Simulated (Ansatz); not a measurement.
# Pressure series in SiC

The parent structure is SiC in the wurtzite structure (space group P6_3mc, No. 186; a = 3.0564 Å, c = 5.0158 Å).

Cell and atoms are relaxed at each pressure.

Level of theory: LDA, PAW, 420 eV (Ansatz, a first-principles code; no spin-orbit coupling).

| pressure (GPa) | volume per atom (Å³/atom) |
|---|---|
| -2 | 10.234 |
| -1 | 10.189 |
| 0 | 10.145 |
| 0.9 | 10.106 |
| 2.1 | ? |
| 4.5 | 9.955 |
| 9 | 9.782 |
| 15 | 9.571 |
| 30 | 9.122 |

Fit the third-order Birch–Murnaghan form P(V) = (3B₀/2)[(V₀/V)^(7/3) − (V₀/V)^(5/3)]·[1 + (3/4)(B₀′ − 4)((V₀/V)^(2/3) − 1)] (squares taken in P) to the rows shown and predict the withheld row.

Least squares on the printed values gives V₀ = 10.145 Å³/atom, B₀ = 231 GPa, B₀′ = 3.8; this predicts 10.054 Å³/atom, and the run gives 10.054 Å³/atom, in agreement.

Load acts through the strain it causes; cell and atoms are relaxed under it. Whether these cells are dynamically stable was not tested. Competing high-pressure phases were not computed.
